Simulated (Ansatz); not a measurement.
Consider an armchair WS2 nanoribbon, N = 9, bare edges.

Levels: PBE (plane waves to 420 eV, PAW; Ansatz, a quantum-chemistry and plane-wave program); PBE with spin-orbit coupling in Ansatz. Unmarked values and the geometry are of the first. Mesh 1×1×6. No spin polarisation, so a magnetic state wasn't tested. Periodic along z alone, with about 11 Å of vacuum beside it. An idealised model, cut from the flat sheet. Only distortions within the start's symmetry and period were free. Values not marked SOC lack spin–orbit coupling.

Question: Predict its relaxed size, energy and electronic structure.

Answer: 
```
Item                                                                           Value
--------------------------------------------------------------  --------------------
period along the axis (27 atoms)                                             5.483 Å
largest distance between nuclei across the axis                              13.34 Å
edge energy against the flat WS2 sheet, per length of one edge           +0.759 eV/Å
PBE gap                                                         0.40 eV, direct at Γ
electron mass along the axis (PBE)                                           0.87 mₑ
hole mass along the axis (PBE)                                                2.4 mₑ
PBE+SOC gap at this geometry                                                 0.39 eV
```
